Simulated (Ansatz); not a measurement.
Band structure of HfGa3 (I4/mmm, 4 atoms in the cell).

```yaml
crystal:
  lattice:
    - [-1.92856, 1.92856, 4.50131]
    - [1.92856, -1.92856, 4.50131]
    - [1.92856, 1.92856, -4.50131]
  atoms:
    - { symbol: Hf, position: [0.00000, 0.00000, 0.00000] }
    - { symbol: Ga, position: [0.50000, 0.50000, 0.00000] }
    - { symbol: Ga, position: [0.75000, 0.25000, 0.50000] }
    - { symbol: Ga, position: [0.25000, 0.75000, 0.50000] }
```

Method: PBEsol, PAW files made with PBE (plane waves; Ansatz, a first-principles code).

Settings: basis.ecutwfc = 420 eV; kpoints.mp_grid.grid = 8 8 8; hamiltonian.xc = pbesol; hamiltonian.pseudopotentials = {kind: paw} (the program's default PAW files); scf.occupations.method = gaussian; scf.occupations.width = 0.136 eV; kpoints.band_path.npoints = 8.

The starting cell comes from a database of computed structures (which also holds hypothetical and non-ambient phases and stackings), without a prior relaxation at this level. Spin-orbit coupling is off.

Levels in eV from the Fermi level, bands 29 to 36:
| point | 29 | 30 | 31 | 32 | 33 | 34 | 35 | 36 |
|---|---|---|---|---|---|---|---|---|
| Γ | -2.99 | -1.54 | -1.42 | -1.42 | -0.05 | 2.13 | 2.13 | 2.19 |
| X | -5.55 | -3.85 | -2.96 | -2.61 | -1.36 | 2.22 | 3.01 | 3.32 |
| Y | -5.63 | -3.83 | -2.61 | -1.95 | -1.21 | 1.94 | 2.84 | 3.26 |
| S | -6.51 | -1.41 | -1.17 | -0.82 | 0.91 | 1.08 | 2.66 | 2.75 |
| Z | -2.55 | -1.01 | -1.01 | -0.32 | 1.63 | 1.63 | 2.24 | 3.74 |
| S1 | -6.51 | -1.41 | -1.17 | -0.82 | 0.91 | 1.08 | 2.66 | 2.75 |
| N | -4.31 | -4.04 | -1.43 | -0.46 | 0.92 | 2.68 | 2.70 | 2.76 |
| P | -5.66 | -4.57 | -2.06 | -2.06 | -1.70 | 1.24 | 3.09 | 3.37 |
| Y1 | -5.63 | -3.83 | -2.61 | -1.95 | -1.21 | 1.94 | 2.84 | 3.26 |

Bands cross the Fermi level along this path, so the cell is metallic at this level.

Keys are those of Ansatz 0.2.
